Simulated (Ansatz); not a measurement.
Structures of equal composition on the (111) surface of fcc Ir: a layer of Os in place of the second plane; a layer of Os in place of the third plane. The slabs share one bottom face, and each structure is named by its start. These are constructed structures in small cells; real faces may alloy, dewet or reconstruct in larger ones, and not all known structures of the face are among them. Slabs of about 11 Å, Fermi-Dirac smearing of 0.1 eV. Bottom of the slabs: a bare face, its two planes held. Relaxed from the named starts with such symmetry as they have, on meshes of like density; energies extrapolated to zero smearing; spin only where a row says so; no spin-orbit coupling, no U. Brackets mark spin-polarised runs, whose order is one that fits the cell.

All values below come from PBE (plane waves to 420 eV, PAW; Ansatz, an electronic-structure program).

Task: Put the candidates in order of energy per 1x1 cell, lowest first, for PBE.

Result: a layer of Os in place of the second plane (0.000 eV), a layer of Os in place of the third plane (0.105 eV)
